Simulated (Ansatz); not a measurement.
**Au, pressure series**

Start from Au in the fcc (Cu type) structure (space group Fm-3m, No. 225; a = 4.083 Å).

Cell and atoms are relaxed at each pressure.

Computed with PBEsol in Ansatz (plane waves to 420 eV, PAW, without spin-orbit coupling), earlier PAW set.

Notes on the quantities. enthalpy: H = E + PV relative to the base's energy.

```json
[
 {"case": "base", "density": "19.22 g/cm³", "enthalpy": "–"},
 {"case": "pressure −2 GPa", "density": "18.99 g/cm³", "enthalpy": "-0.21 eV/atom"},
 {"case": "pressure −1 GPa", "density": "19.10 g/cm³", "enthalpy": "-0.11 eV/atom"},
 {"case": "pressure 1.8 GPa", "density": "19.41 g/cm³", "enthalpy": "+0.19 eV/atom"},
 {"case": "pressure 4.2 GPa", "density": "19.65 g/cm³", "enthalpy": "+0.44 eV/atom"},
 {"case": "pressure 9 GPa", "density": "20.11 g/cm³", "enthalpy": "+0.93 eV/atom"},
 {"case": "pressure 18 GPa", "density": "20.86 g/cm³", "enthalpy": "+1.83 eV/atom"},
 {"case": "pressure 30 GPa", "density": "21.70 g/cm³", "enthalpy": "+2.98 eV/atom"},
 {"case": "pressure 45 GPa", "density": "22.61 g/cm³", "enthalpy": "+4.36 eV/atom"},
 {"case": "pressure 60 GPa", "density": "23.40 g/cm³", "enthalpy": "+5.69 eV/atom"}
]
```

Load acts through the strain it causes; cell and atoms are relaxed under it. Stability against distortions was not tested. No other phases were tried under pressure.

Ansatz is a quantum-chemistry and plane-wave program.
